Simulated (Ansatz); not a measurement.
InPd, response to strain

Take InPd in the CsCl type structure (space group Pm-3m, No. 221; a = 3.2480 Å; relaxed with 0.1 eV smearing) as the base. Axes: x, y, z lie along the cube axes.

Strains are applied to the cell and any free atomic positions relax.

Computed with PBEsol (Ansatz, a quantum-chemistry and plane-wave program, PAW, without spin-orbit coupling).

Notes on the quantities. energy relative to the base: free energy F; pressure: mean of the normal stresses, compression positive.

```csv
change,energy relative to the base,pressure,shortest interatomic distance
base,0 meV/atom,0.0 GPa,2.813 Å
tensor shear ε_xy = +0.57 %,+0.4 meV/atom,0.0 GPa,2.802 Å
tensor shear ε_xy = +0.29 %,+0.1 meV/atom,0.0 GPa,2.807 Å
tensor shear ε_xy = +2.00 %,+4.9 meV/atom,0.3 GPa,2.775 Å
tensor shear ε_xy = +0.86 %,+0.9 meV/atom,0.1 GPa,2.797 Å
tensor shear ε_xy = +1.43 %,+2.5 meV/atom,0.2 GPa,2.786 Å
tensor shear ε_xy = +1.71 %,+3.6 meV/atom,0.2 GPa,2.781 Å
tensor shear ε_xy = +1.14 %,+1.6 meV/atom,0.1 GPa,2.792 Å
```

No phonon test of stability was made. All final runs are without spin polarisation.
